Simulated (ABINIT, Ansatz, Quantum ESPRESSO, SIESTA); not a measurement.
One structure in several programs: TaN (P6/mmm, 6 atoms in the cell)

Self-consistent single point.

```yaml
crystal:
  lattice:
    - [5.27683, 0.00000, 0.00000]
    - [-2.63842, 4.56987, 0.00000]
    - [0.00000, 0.00000, 2.93891]
  atoms:
    - { symbol: Ta, position: [0.00000, 0.00000, 0.00000] }
    - { symbol: Ta, position: [0.66667, 0.33333, 0.50000] }
    - { symbol: Ta, position: [0.33333, 0.66667, 0.50000] }
    - { symbol: N, position: [0.00000, 0.50000, 0.00000] }
    - { symbol: N, position: [0.50000, 0.00000, 0.00000] }
    - { symbol: N, position: [0.50000, 0.50000, 0.00000] }
```

Shared settings, as Ansatz (a quantum-chemistry and plane-wave program) writes them: kpoints.mp_grid.grid = 6 6 9; scf.occupations.method = gaussian; scf.occupations.width = 0.1 eV. Potentials and cutoffs stand in the table.

```
code                                                                                                                                 model  pressure (GPa)       cutoff
----------------  ------------------------------------------------------------------------------------------------------------------------  --------------  -----------
SIESTA            LDA PW92, numerical atomic orbitals TZP, PseudoDojo LDA standard norm-conserving potentials (rewritten from UPF to PSML)          -16.54  grid 300 Ry
Quantum ESPRESSO                                                                       LDA (PZ), GBRV 1.5 ultrasoft (LDA) pseudopotentials          -18.38        40 Ry
ABINIT                                                                                                  LDA (PW92), PAW (JTH v2.0 LDA PAW)          -17.94       707 eV
Ansatz                                                                                                 LDA (PW92), PAW files made with PBE          -17.80       420 eV
```

On Ansatz's run: spin-orbit coupling is off. Spin polarisation is off.

The spread over the programs that give each value: pressure within 1.84 GPa.

SIESTA uses small atom-centred bases, whose incompleteness enters pressures, forces and empty levels differently from a plane-wave cutoff. Ansatz's pressure is given at a fixed set of plane waves, as the other plane-wave codes print theirs; with its correction for the finite basis it is -17.48 GPa (the shift of 0.32 GPa shows how far the cutoff is from converged). The same LDA comes in different parametrisations, which differ slightly. In the pressure, SIESTA (by 1.40) lies more than 1 GPa from the median of the plane-wave programs.

The starting cell comes from a database of computed structures (which also holds hypothetical and non-ambient phases and stackings), without a prior relaxation at this level. Its lattice was rescaled by a random factor within 2.5 % of one.

Left out of this page: GPAW and FLEUR (not drawn, or without a comparable value).

Keys are those of Ansatz 0.2.
